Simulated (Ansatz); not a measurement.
Where the default PAW files enter, the runs use the earlier of Ansatz's two default sets.

Input:

```yaml
crystal:
  lattice:
    - [3.80580, 0.00000, 0.00000]
    - [-1.90290, 3.29592, 0.00000]
    - [0.00000, 0.00000, 6.23798]
  atoms:
    - { symbol: Zn, position: [0.33333, 0.66667, 0.00014] }
    - { symbol: Zn, position: [0.66667, 0.33333, 0.50014] }
    - { symbol: S, position: [0.33333, 0.66667, 0.37486] }
    - { symbol: S, position: [0.66667, 0.33333, 0.87486] }
```

Space group of this cell: P6_3mc, wurtzite. The cell is taken as given.

Transport runs along the normal of the first two printed cell vectors, the (001) plane of the conventional cell.

The gap is the functional's own. No spin-orbit coupling. Mid-gap values are those at the computed energy nearest the middle.

Give the band gap and the smallest decay constant κ at mid-gap that r2SCAN (Ansatz, a first-principles code) yields.

Gap 2.79 eV on a 12×12×6 mesh; κ = 0.176 1/Å, at the zone centre.
